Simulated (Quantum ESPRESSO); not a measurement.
# Quick settings and what they miss: TiOF (Pmmn, 6 atoms in the cell)

Self-consistent single point.

```
TiOF
1.0
    3.12051     0.00000     0.00000
    0.00000     4.12208     0.00000
    0.00000     0.00000     6.64590
Ti O F
2 2 2
Direct
  0.50000   0.00000   0.61202
  0.00000   0.50000   0.38798
  0.00000   0.00000   0.39811
  0.50000   0.50000   0.60189
  0.00000   0.00000   0.81331
  0.50000   0.50000   0.18669
```

Method: PBEsol, PseudoDojo standard norm-conserving (PBESOL) pseudopotentials (plane waves; Quantum ESPRESSO).

Base settings: ecutwfc = 85 Ry; occupations = smearing; smearing = gauss; degauss = 0.0036749 Ry; potentials = {Ti: Ti.upf, O: O.upf, F: F.upf}; K_POINTS = automatic 9 7 4 1 1 1; conv_thr = 1e-09 Ry.

Tight run (finer mesh or higher cutoff; not a proven limit): ecutwfc: 85 Ry → 119 Ry; conv_thr: 1e-09 Ry → 7.3e-11 Ry; K_POINTS: automatic 9 7 4 1 1 1 → automatic 13 10 6 1 1 1. It gave Fermi level (on the code's own zero) 6.79 eV; pressure -13.62 GPa; largest force (vector length) 1.063 eV/Å.

Quick runs, as changes from the base:
- A: the base itself
- B: ecutwfc: 85 Ry → 42 Ry; conv_thr: 1e-09 Ry → 7.3e-06 Ry; K_POINTS: automatic 9 7 4 1 1 1 → automatic 4 4 4 1 1 1; potentials: PseudoDojo standard norm-conserving (LDA) [LDA (PW92)]
- C: ecutwfc: 85 Ry → 68 Ry; degauss: 0.0036749 Ry → 0.036749 Ry; K_POINTS: automatic 9 7 4 1 1 1 → automatic 2 2 2 1 1 1
- D: ecutwfc: 85 Ry → 42 Ry; degauss: 0.0036749 Ry → 0.019992 Ry; K_POINTS: automatic 9 7 4 1 1 1 → automatic 2 2 2 1 1 1
- E: ecutwfc: 85 Ry → 51 Ry; conv_thr: 1e-09 Ry → 7.3e-05 Ry; K_POINTS: automatic 9 7 4 1 1 1 → automatic 6 6 6 1 1 1
- F: ecutwfc: 85 Ry → 68 Ry; degauss: 0.0036749 Ry → 0.0147 Ry; K_POINTS: automatic 9 7 4 1 1 1 → automatic 6 6 6 1 1 1

Energies are extrapolated to zero smearing width, which holds to low order in the width alone (under cold and Methfessel-Paxton smearing the free energy itself is taken).

Dashes: energy of B, another energy zero; pressure of B, E, not trusted under this conv_thr with d or f elements; time of B, C, D, under 30 s.

† marks runs with another functional, U, potentials or spin treatment: their distance from the tight run is not a convergence error alone.

The count of work is k-points × plane waves × bands × iterations; it is no time. Core times come from one kind of shared machine and are given to one figure; runs under 30 s give none.

The starting cell comes from a database of computed structures (which also holds hypothetical and non-ambient phases and stackings), without a prior relaxation at this level. Its lattice was rescaled by a random factor within 2.5 % of one. Spin polarisation is off, so a magnetic state, if there is one, cannot be reached. In the base run, with a pressure of about -14 GPa the cell is away from its equilibrium volume at this level. In the base run, forces exceed 1 eV/Å.

| run | energy less tight (meV/atom) | pressure less tight (GPa) | largest miss in a force vector (eV/Å) | count of work / tight | core time / tight (rough) |
|---|---|---|---|---|---|
| A | 0.3 | -0.01 | 0.020 | 0.23 | 0.2 |
| B† | – | – | 0.576 | 0.0090 | – |
| C | 73.2 | -0.73 | 0.672 | 0.0044 | – |
| D | 2515.0 | -100.47 | 0.561 | 0.0020 | – |
| E | 650.3 | – | 0.122 | 0.045 | 0.04 |
| F | 24.6 | -2.75 | 0.056 | 0.10 | 0.1 |

Among the runs at the tight run's level, the energy misses run from 0.3 to 2515.0 meV/atom.
